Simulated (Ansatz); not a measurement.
# HgSe: response to strain

Base system: HgSe in the zinc blende structure (space group F-43m, No. 216).

```
HgSe
1.0
    0.00000     3.06666     3.06666
    3.06666     0.00000     3.06666
    3.06666     3.06666     0.00000
Se Hg
1 1
Direct
  0.25000   0.25000   0.25000
  0.00000   0.00000   0.00000
```

Cartesian axes are those of the cell as printed.

Strains are applied to the cell and any free atomic positions relax; under biaxial strain the out-of-plane vector relaxes too.

Level of theory: Ansatz (a program for electronic structure) PBEsol, no spin-orbit coupling.

Candidates:
(a) uniaxial strain ε_yy = −0.27 %
(b) tensor shear ε_xz = −3.65 %
(c) biaxial strain −4.62 %, plane normal [001], relaxed out of plane

Notes on the quantities. energy relative to the base: free energy F.

### Question
Order them by energy relative to the base, lowest first.

### Answer
(a) uniaxial strain ε_yy = −0.27 % (0.0 meV/atom), (b) tensor shear ε_xz = −3.65 % (+11 meV/atom), (c) biaxial strain −4.62 %, plane normal [001], relaxed out of plane (+16 meV/atom)

The mesh was chosen for an insulator and is coarse for the gapless case. Stability against distortions was not tested. The final runs are not spin-polarised.
